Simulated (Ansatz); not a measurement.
CaTaO3 (model structure, started from the PbTiO3 type, P4mm, No. 99, 5 atoms in the cell), treated with LDA (plane waves, PAW; Ansatz, a quantum-chemistry and plane-wave program).

Run with plane-wave cutoff 520 eV, 14×14×12 k mesh (along the axes of the cell as run), Fermi–Dirac smearing 0.05 eV, scalar-relativistic PAW data made under PBE.

Cell (relaxed at this level):

```cif
data_CaO3Ta
_chemical_formula_sum 'Ta1 Ca1 O3'
_space_group_name_H-M_alt 'P 1'
_space_group_IT_number 1
_cell_length_a 3.96876
_cell_length_b 3.96876
_cell_length_c 3.96512
_cell_angle_alpha 90.000
_cell_angle_beta 90.000
_cell_angle_gamma 90.000
loop_
_space_group_symop_operation_xyz
  'x, y, z'
loop_
_atom_site_label
_atom_site_type_symbol
_atom_site_fract_x
_atom_site_fract_y
_atom_site_fract_z
_atom_site_occupancy
Ta1 Ta 0.50000 0.50000 0.52433 1
Ca1 Ca 0.00000 0.00000 0.13446 1
O1 O 0.00000 0.50000 0.50546 1
O2 O 0.50000 0.00000 0.50546 1
O3 O 0.50000 0.50000 0.02049 1
```

Predict the bulk modulus B0.


- bulk modulus B0: 177 GPa

The run finds no gap.

Note: the bulk modulus is −V dP/dV from two relaxed cells at ±2 % in volume; the relaxation could raise the start's symmetry but not lower it, so the cell can be a saddle point.

Spin–orbit coupling is not included; it can open a gap where bands touch, and shift volumes and moduli.

Computed values are for the static lattice.

Computing time: roughly 5 core-minutes.

A model structure was made by putting elements into a prototype or built by hand; it is no filed structure, need not be a known phase, and can be a saddle point held by its symmetry.
